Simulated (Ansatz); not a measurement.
Start from Ta$_{2}$N in the anti-CdI2 type structure (space group P-3m1, No. 164).

```yaml
crystal:
  lattice:
    - [3.06666, 0.00000, 0.00000]
    - [-1.53333, 2.65580, 0.00000]
    - [0.00000, 0.00000, 4.88450]
  atoms:
    - { symbol: N, position: [0.00000, 0.00000, 0.00000] }
    - { symbol: Ta, position: [0.33333, 0.66667, 0.25706] }
    - { symbol: Ta, position: [0.66667, 0.33333, 0.74294] }
```

All numbers come from r2SCAN+rVV10/PAW in Ansatz (a program for electronic structure), no spin-orbit coupling.

One change was made to it. Results:

The c/a ratio rises by 0.021 (1.593 → 1.614); the shortest interatomic distance decreases by 0.107 Å, from 2.171 Å to 2.064 Å; the density grows by 2.99 g/cm³, from 15.69 g/cm³ to 18.68 g/cm³.

**Question.** Name the change that was made.
(A) pressure 75 GPa
(B) pressure −1 GPa
(C) pressure 15 GPa
(D) pressure 30 GPa
(E) pressure −2 GPa

**Answer.** A, pressure 75 GPa. For comparison, the c/a ratio in the other runs: pressure −1 GPa gives 1.592; pressure 15 GPa gives 1.600; pressure 30 GPa gives 1.604; pressure −2 GPa gives 1.592.

Load acts through the strain it causes; cell and atoms are relaxed under it. No phonon test of stability was made. Competing high-pressure phases were not computed. The final runs are not spin-polarised. An odd electron count without spin: Ta2N.
